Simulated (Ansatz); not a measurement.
The starting structures come from a database of crystals and need not be the phases stable at ambient conditions.

 Where the default PAW files enter, the runs use the earlier of Ansatz's two default sets.

Tunnelling through a barrier is set by its complex band structure: the current falls as exp(−2κd) with the smallest κ.

Input:

```
Ga2AsP
1.0
    3.85162     0.00000     0.00000
    1.92581     3.33560     0.00000
    1.92581     1.11187     6.41726
Ga P As
2 1 1
Direct
  0.99756   0.99756   0.00733
  0.50249   0.50249   0.49252
  0.62502   0.62502   0.12493
  0.12493   0.12493   0.62521
```

Space group of this cell: R3m. The cell is strained (lengths across the current scaled by 0.98, ions clamped); by r2SCAN its mean pressure is 3.6 GPa.

Transport runs along the normal of the first two printed cell vectors, the (001) (indices of the unstrained crystal) plane of the conventional cell.

The gap is the functional's own, uncorrected, and κ follows it; spin-orbit coupling is left out. Mid-gap values are interpolated between the computed energies.

Task: Give the band gap and the smallest decay constant κ at mid-gap that r2SCAN run with Ansatz (a quantum-chemistry and plane-wave program) yields.

Result: Gap 1.52 eV on a 10×10×10 mesh; κ = 0.099 1/Å, at the zone centre.
